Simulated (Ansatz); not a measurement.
System: Os₃Ge (model structure, started from the A15 type, Pm-3n, No. 223, 8 atoms in the cell). Method: LDA (Ansatz, a program for electronic structure, PAW).

Settings: plane-wave cutoff 520 eV, 12×12×12 k mesh, Fermi–Dirac smearing 0.05 eV, no spin polarisation, scalar-relativistic PAW data made under PBE.

Cell (relaxed at this level):

Os₃Ge has the cubic space group Pm-3n (No. 223), the A15 (Cr3Si type) structure, Pearson symbol cP8. Cell: a = b = c = 4.8462 Å, α = β = γ = 90.00°. Os on 6c has 2 Os at 2.423 Å and 8 Os at 2.968 Å and 4 Ge at 2.709 Å. Ge on 2a is coordinated by 12 Os at 2.709 Å. (Neighbours: up to the widest gap in distance over summed covalent radii, below 1.35, at either atom; cation-cation and far metal-metal contacts left out.)

Give the computed bulk modulus.


- bulk modulus = 313 GPa

Note: the run has no spin polarisation, so it can have missed a magnetic state; the bulk modulus is −V dP/dV from two relaxed cells at ±2 % in volume; the relaxation could raise the start's symmetry but not lower it, so the cell can be a saddle point.

Spin–orbit coupling is not included; it can open a gap where bands touch, and shift volumes and moduli.

The computed numbers hold no vibrational or temperature effects.

A model structure was made by putting elements into a prototype or built by hand; it is no filed structure, need not be a known phase, and can be a saddle point held by its symmetry.
